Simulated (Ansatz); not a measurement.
Take BaZrO3 in the cubic perovskite structure (space group Pm-3m, No. 221; a = 4.181 Å) as the base.

Computed with Ansatz (a quantum-chemistry and plane-wave program), PBEsol, PAW, cutoff 420 eV, no spin-orbit coupling.

Strains are applied to the cell and any free atomic positions relax.

One change was made to it. Results:

```json
[
 {"quantity": "energy relative to the base (free energy F)", "base": "0 meV/atom", "after": "+2.4 meV/atom"},
 {"quantity": "pressure", "base": "-0.01 GPa", "after": "3.06 GPa"}
]
```

Q: Name the change that was made.
A) isotropic strain −0.60 %
B) isotropic strain −1.20 %
C) isotropic strain −1.80 %
D) isotropic strain −2.40 %

A: A, isotropic strain −0.60 %. For comparison, the energy relative to the base in the other runs: isotropic strain −1.20 % gives +10 meV/atom; isotropic strain −2.40 % gives +42 meV/atom; isotropic strain −1.80 % gives +23 meV/atom.

Stability against distortions was not tested.
